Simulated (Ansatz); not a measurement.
**Band gap of LaBr3 (model structure, started from the ReO3 type, Pm-3m, No. 221, 4 atoms in the cell) at several levels of theory**

No measured value is used here.

### Question
Put these levels in order of the band gap that they give for LaBr3 (model structure, started from the ReO3 type, Pm-3m, No. 221, 4 atoms in the cell), smallest first: PBE0 (Ansatz, a program for electronic structure), dielectric-dependent PBEsol hybrid (Ansatz), r²SCAN0 (Ansatz).

### Answer
PBE0 (5.36 eV), r²SCAN0 (5.68 eV), dielectric-dependent PBEsol hybrid (5.82 eV)

Computed values are for a static lattice. Levels without +SOC have no spin–orbit coupling; where heavier elements are present it shifts gaps, mostly down, and can invert bands.  Values are at the PBEsol cell. Cutoffs differ between the levels. Ansatz's density-functional and Hartree–Fock values are scalar-relativistic unless marked +SOC, with PAW data made under PBE.

A model structure was made by putting elements into a prototype or built by hand; it is no filed structure, need not be a known phase, and can be a saddle point held by its symmetry.
